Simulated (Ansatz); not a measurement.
# fcc Cu (1 1 1) on zinc-blende GaAs (1 1 1) (film strained to the substrate, faces as cut)

A periodic stack without vacuum, fcc Cu (1 1 1) on zinc-blende GaAs (1 1 1) (film strained to the substrate, faces as cut): substrate slab As12Ga12, film Cu35, surface cells [[1, 1], [-2, 1]] and [[1, -3], [2, 1]], film strained by +3.6 and +3.6 %, faces As/Ga and Cu/Cu as cut (like faces can put a slab off its formula).

The start was prepared with a machine-learned potential, and the result is one local minimum, with the in-plane cell held and forces under 0.04 eV/Å; the film can end far from its bulk form.

Computed with PBE (plane waves to 420 eV, PAW; Ansatz, a program for electronic structure). No spin–orbit coupling; the runs are not spin-polarised; PBE gaps are too small against experiment. Its k-point mesh 4×4×1, Fermi–Dirac width 0.05 eV.

- interface area: 42.9 Å²
- period: 24.32 Å
- gaps between the outermost planes at the two interfaces: 1.77 and 1.79 Å
- As–Cu contacts across the interfaces within 1.22 times the sum of covalent radii: 9, mean 2.47 Å
- Cu–Ga contacts across the interfaces within 1.22 times the sum of covalent radii: 9, mean 2.46 Å

```xyz
59
Lattice="7.0370 0.0000 0.0145 -3.5185 6.0942 -0.0069 -2.0001 -0.8456 24.3145" Properties=species:S:1:pos:R:3 pbc="T T T"
As    -0.7962     3.9646     0.9495
As     4.6801    -0.3962     0.8796
As     0.8748     1.8256     0.8947
As     0.6196     3.9567     4.2963
As     0.5813    -0.1110     4.1052
As     4.0934     1.9394     4.0928
As     2.9413     3.9376     7.4979
As     2.9183    -0.1059     7.4622
As    -0.6086     1.8968     7.5173
As    -1.7743     3.9725    10.8550
As     5.2386    -0.1487    10.8217
As     1.7654     1.9177    10.8223
Ga     5.2417    -0.1290     3.3312
Ga     1.7102     1.9649     3.2942
Ga    -1.6686     3.9567     3.3767
Ga     0.5694    -0.1237     6.6219
Ga     4.1007     1.9234     6.6145
Ga     0.5871     3.9299     6.7501
Ga     2.8881    -0.1115     9.9438
Ga    -0.6071     1.8944    10.0331
Ga     2.9543     3.9527     9.9716
Ga     5.4183    -0.3457    13.2840
Ga     1.9371     1.5717    13.2687
Ga    -2.2462     4.5705    13.2378
Cu    -4.0080     4.3362    15.0354
Cu     0.4634     5.2304    15.1608
Cu     1.5441     0.0456    15.1423
Cu    -0.9346     0.9692    15.1913
Cu     3.6318     1.7692    15.0867
Cu     1.0035     2.7059    15.1929
Cu    -1.4477     3.4673    15.2309
Cu    -1.9899     2.0517    17.2275
Cu     2.5728     2.9447    17.1790
Cu     0.0407     3.8132    17.2364
Cu    -2.4993     4.7004    17.1948
Cu     2.0489     5.5229    17.1897
Cu     3.0483     0.3445    17.1999
Cu     0.5430     1.1931    17.2102
Cu     0.0242    -0.2476    19.2479
Cu     4.5578     0.5920    19.2423
Cu     2.0415     1.5019    19.2395
Cu    -0.4604     2.3591    19.2507
Cu    -2.9894     3.2347    19.2386
Cu     1.5454     4.0886    19.2553
Cu    -0.9717     4.9857    19.2403
Cu    -1.4655     3.5532    21.2642
Cu    -3.9974     4.4042    21.2975
Cu     0.5335     5.2574    21.3048
Cu     1.5202     0.0537    21.2971
Cu    -0.9695     0.8992    21.2773
Cu     3.5351     1.7463    21.2718
Cu     1.0620     2.6375    21.3209
Cu     0.5316     1.2314    23.4012
Cu    -1.9964     2.0841    23.1896
Cu     2.5813     2.9520    23.3697
Cu     0.1421     3.7354    23.3343
Cu    -2.5534     4.7731    23.3298
Cu    -1.5292    -0.5649    23.3704
Cu     2.9772     0.3633    23.3545
```
